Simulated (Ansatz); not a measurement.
Consider the following.

```
Si
1.0
    0.00000     2.71688     2.75763
    2.71688     0.00000     2.75763
    2.71688     2.71688     0.00000
Si
2
Direct
  0.00000   0.00000   0.00000
  0.25000   0.25000   0.25000
```

No spin polarisation.

Calculations: DFT with PBEsol, PAW potentials and a 420 eV plane-wave cutoff in Ansatz (a quantum-chemistry and plane-wave program), spin-orbit coupling left out. k-mesh 11×11×11 (Γ-centred); smearing 0.05 eV (Fermi–Dirac).

**Question.** Estimate the gap character.

**Answer.** Indirect, Γ → Γ–X (87 % along).

**Question.** Estimate the band gap.

**Answer.** 0.41 eV.

**Question.** What electron mass does the calculation give?

**Answer.** 0.91 mₑ along k, 0.19 mₑ across (off the special points).

**Question.** Predict the stress (xx, yy, zz, yz, xz, xy; compression positive).

**Answer.** (-0.89, -0.89, -2.32, 0.00, 0.00, 0.00) GPa.

The cells carry an imposed strain or load. Effective masses come from finite differences of ±0.01 Å⁻¹. Along k means along the line from Γ to the band edge. Whether these cells are dynamically stable was not tested. The cell was made from Si in the diamond structure (space group Fd-3m, No. 227) by this change: uniaxial strain ε_zz = +1.50 %.
